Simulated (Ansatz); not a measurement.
System: CuI (model structure, within 0.1 Å of P6₂22, No. 180, 6 atoms in the cell). Method: PBEsol (Ansatz, a quantum-chemistry and plane-wave program, PAW).

Run with plane-wave cutoff 500 eV, 12×12×4 k mesh (along the axes of the cell as run), Fermi–Dirac smearing 0.05 eV, no spin polarisation, scalar-relativistic PAW data made under PBE.

Cell (relaxed at this level):

```
CELL_PARAMETERS angstrom
      4.16167     0.00000     0.00000
     -2.08083     3.60411     0.00000
      0.00000     0.00000     9.51799
ATOMIC_POSITIONS crystal
  Cu 0.50138 0.00000 0.66667
  Cu 0.00000 0.50138 0.33333
  Cu 0.49862 0.49862 0.00000
  I  0.50052 0.00000 0.16667
  I  0.00000 0.50052 0.83333
  I  0.49948 0.49948 0.50000
```

Predict the band gap.


- band gap: 0.65 eV (on the SCF k mesh)

Spin–orbit coupling is not included; with these elements it can move the gap by several tenths of an eV or more.

Computed values are for the static lattice.

A model structure was made by putting elements into a prototype or built by hand; it is no filed structure, need not be a known phase, and can be a saddle point held by its symmetry.
